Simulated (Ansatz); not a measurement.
Si3Mo5 (P6₃/mcm, No. 193, 16 atoms in the cell; start mp-1188373)

These are r²SCAN (Ansatz, a quantum-chemistry and plane-wave program, PAW) values and carry that method's errors.

Run with plane-wave cutoff 500 eV, 6×6×8 k mesh (along the axes of the cell as run), Fermi–Dirac smearing 0.05 eV, no spin polarisation, scalar-relativistic PAW data made under PBE.

Cell (relaxed at this level):

```xyz
16
Lattice="7.2690 0.0000 0.0000 -3.6345 6.2951 0.0000 0.0000 0.0000 5.0346" Properties=species:S:1:pos:R:3 pbc="T T T"
Si     1.4329     2.4819     3.7760
Si     2.2016     3.8132     1.2587
Si    -1.4329     2.4819     1.2587
Si    -2.2016     3.8132     3.7760
Si     4.4031     0.0000     3.7760
Si     2.8659     0.0000     1.2587
Mo     3.6345     2.0984     0.0000
Mo     0.0000     4.1967     0.0000
Mo     0.0000     4.1967     2.5173
Mo     3.6345     2.0984     2.5173
Mo     2.7598     4.7800     3.7760
Mo     0.8747     1.5151     1.2587
Mo    -2.7598     4.7800     1.2587
Mo    -0.8747     1.5151     3.7760
Mo     1.7494     0.0000     3.7760
Mo     5.5195     0.0000     1.2587
```

```
Property  Value
--------  -----
band gap   none
```

Note: the relaxation could not lower the start's symmetry, so the cell can be a saddle point above a distorted one.

Spin–orbit coupling is not included.

A start named mp-… is a Materials Project structure, which need not be a measured phase.
